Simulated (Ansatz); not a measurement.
Take TiO₂ in the rutile structure (space group P4_2/mnm, No. 136) as the base.

```yaml
crystal:
  lattice:
    - [4.54810, 0.00000, 0.00000]
    - [0.00000, 4.54810, 0.00000]
    - [0.00000, 0.00000, 2.91711]
  atoms:
    - { symbol: Ti, position: [0.00000, 0.00000, 0.00000] }
    - { symbol: Ti, position: [0.50000, 0.50000, 0.50000] }
    - { symbol: O, position: [0.30396, 0.30396, 0.00000] }
    - { symbol: O, position: [0.80396, 0.19604, 0.50000] }
    - { symbol: O, position: [0.19604, 0.80396, 0.50000] }
    - { symbol: O, position: [0.69604, 0.69604, 0.00000] }
```

Cartesian axes are those of the cell as printed.

The values are results of Ansatz (an electronic-structure program), LDA, PAW, cutoff 420 eV, no spin-orbit coupling, not measurements.

The change: uniaxial strain ε_zz = +2.40 %, all other strain components held at zero; the atoms relax in the strained cell.

Predict the stress tensor and what it implies for the stiffness.

Stress of the strained cell less that of the base (GPa, compression positive):
```
  -4.00    0.00    0.00
   0.00   -4.00    0.00
   0.00    0.00  -11.78
```

Then −Δσ_ii/ε with ε = 0.0240 gives secant stiffness values (nonlinear terms included at this strain): C33 ≈ 491 GPa, C13 ≈ 167 GPa and C23 ≈ 167 GPa.

As a check, the harmonic strain energy −½ V₀ Δσ:ε is 8.9 meV/atom; the computed energy rise is 9.1 meV/atom.

No phonon test of stability was made. All final runs are without spin polarisation.
